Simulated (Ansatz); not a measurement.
Consider the following.

```
PtSe2
1.0
    3.78411     0.00000     0.00000
    1.89205     3.27713     0.00000
    0.00000     0.00000     5.05672
Pt Se
1 2
Direct
  0.00000   0.00000   0.00000
  0.66667   0.66667   0.25112
  0.33333   0.33333   0.74888
```

No spin polarisation.

Method: r2SCAN+rVV10 (Ansatz, a quantum-chemistry and plane-wave program), no SOC. k-mesh 18×18×11 (Γ-centred); smearing 0.1 eV (Fermi–Dirac).

Question: Predict the band gap and pressure.

Answer: The band gap is zero and the pressure (mean of the normal stresses, compression positive) is -1.5 GPa.

Spin-orbit coupling, missing from the scalar runs, can matter with Pt. The cells carry an imposed strain or load. Stability against distortions was not tested. The final runs are not spin-polarised. The cell was made from PtSe2 in the CdI2 type structure (space group P-3m1, No. 164; layered, stacked along the Cartesian z axis) by this change: biaxial strain +1.31 %, plane normal [001], relaxed out of plane. The zero or small gap of PtSe2 can change with the level of theory.
